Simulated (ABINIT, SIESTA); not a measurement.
An ABINIT input for a self-consistent single point of HfS3 (P2_1/m, 8 atoms in the cell) (DFT, LDA (PW92), plane waves, PAW (JTH v2.0 LDA PAW)):

```
# HfS3, JTH v2.0 LDA PAW
pp_dirpath "./"
pseudos "Hf.LDA_PW-JTH.xml, S.LDA_PW-JTH.xml"
acell 5.0117070000 3.5131470000 8.9506740130 Angstrom
rprim
         1.0000000000    0.0000000000    0.0000000000
         0.0000000000    1.0000000000   -0.0000000000
        -0.1315159058   -0.0000000000    0.9913140605
natom 8
ntypat 2
znucl 72 16
typat 1 1 2 2 2 2 2 2
xcart
         0.6644909529    2.6348602500    5.7794710334
         3.1700600471    0.8782867500    3.0934579666
         4.1791565150    2.6348602500    1.5809784892
        -0.3446055150    0.8782867500    7.2919505108
         0.6637991503    0.8782867500    3.9759594849
         3.1707518497    2.6348602500    4.8969695151
         1.6744080879    0.8782867500    7.2931039916
         2.1601429121    2.6348602500    1.5798250085
      Angstrom
ecut 571 eV
pawecutdg 1143 eV
ixc 7
occopt 1
nband 33
kptopt 1
ngkpt 4 5 2
nshiftk 1
shiftk 0 0 0
nstep 100
tolvrs 1.0e-10
diemac 4
prtwf 0
prtden 0
enunit 1
```

Question: Write the same calculation as an input for SIESTA.

Answer: This is the input that was run; spellings and numerical settings could be chosen otherwise.

```
# files in the folder: Hf.psml S.psml (PseudoDojo LDA standard)
SystemName  HfS3
SystemLabel siesta

NumberOfAtoms                8
NumberOfSpecies              2
%block ChemicalSpeciesLabel
  1 72 Hf
  2 16 S
%endblock ChemicalSpeciesLabel
LatticeConstant              5.011707 Ang
%block LatticeVectors
     1.000000000    0.000000000    0.000000000
     0.000000000    0.700988106    0.000000000
    -0.234881249    0.000000000    1.770440491
%endblock LatticeVectors
AtomicCoordinatesFormat      ScaledCartesian
%block AtomicCoordinatesAndAtomicSpecies
     0.132587750    0.525741080    1.153194118  1
     0.632531001    0.175247027    0.617246373  1
     0.833878859    0.525741080    0.315457087  2
    -0.068760108    0.175247027    1.454983404  2
     0.132449712    0.175247027    0.793334384  2
     0.632669039    0.525741080    0.977106107  2
     0.334099357    0.175247027    1.455213561  2
     0.431019394    0.525741080    0.315226929  2
%endblock AtomicCoordinatesAndAtomicSpecies

XC.functional                LDA
XC.authors                   PW92
PAO.BasisSize                TZP
PAO.EnergyShift              0.01 Ry
MeshCutoff                   400 Ry
%block kgrid.MonkhorstPack
    4   0   0  0.0
    0   5   0  0.0
    0   0   2  0.0
%endblock kgrid.MonkhorstPack
OccupationFunction           FD
ElectronicTemperature        10 K

MaxSCFIterations             150
SCF.Mixer.Method             Pulay
SCF.Mixer.Weight             0.2
SCF.Mixer.History            6
SCF.DM.Tolerance             1.0E-05
Diag.ParallelOverK           true
WriteForces                  true
```

Basis, cutoffs, solver keys and any potentials are the target program's own. This input uses DFT, LDA PW92, numerical atomic orbitals TZP, PseudoDojo LDA standard norm-conserving potentials (rewritten from UPF to PSML). LDA parametrisations can differ slightly between programs.

The starting cell comes from a database of computed structures (which also holds hypothetical and non-ambient phases and stackings), without a prior relaxation at this level. Its lattice was rescaled by a random factor within 2.5 % of one. For this run, on top of that: lattice scaled by 0.98.
